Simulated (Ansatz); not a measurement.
Base system: AlN in the wurtzite structure (space group P6_3mc, No. 186).

Space group P6₃mc (No. 186); a = b = 3.107 Å, c = 4.979 Å, α = β = 90.00°, γ = 120.00°

```csv
atom,site,symmetry,x,y,z
Al,2b,3m.,0.6667,0.3333,0.0034
N,2b,3m.,0.3333,0.6667,0.1218
```

Computed with r2SCAN (Ansatz, a program for electronic structure, PAW, no spin-orbit coupling).

One change was made to it. Results:

```tsv
quantity	base	after
valence-band top at Γ (three highest levels, from the VBM)	0.00, -0.22, -0.22 eV	0.00, -0.23, -0.23 eV
volume per atom	10.40 Å³	10.30 Å³
```

Question: What was done to the base?
A. pressure 2.1 GPa
B. pressure −2 GPa
C. pressure 22.5 GPa
D. pressure −1 GPa

Answer: A, pressure 2.1 GPa. For comparison, the valence-band top at Γ in the other runs: pressure 22.5 GPa gives 0.00, -0.34, -0.34 eV; pressure −1 GPa gives 0.00, -0.22, -0.22 eV; pressure −2 GPa gives 0.00, -0.21, -0.21 eV.

The levels and masses belong to the bands next to the band gap. Load acts through the strain it causes; cell and atoms are relaxed under it. Stability against distortions was not tested. Measured, AlN leaves this structure (for rock salt) near 14 GPa (temperature not stated; as listed in Datta, Sujoy, Jana, Debnarayan, arXiv (2020)), on rising pressure, with hysteresis.
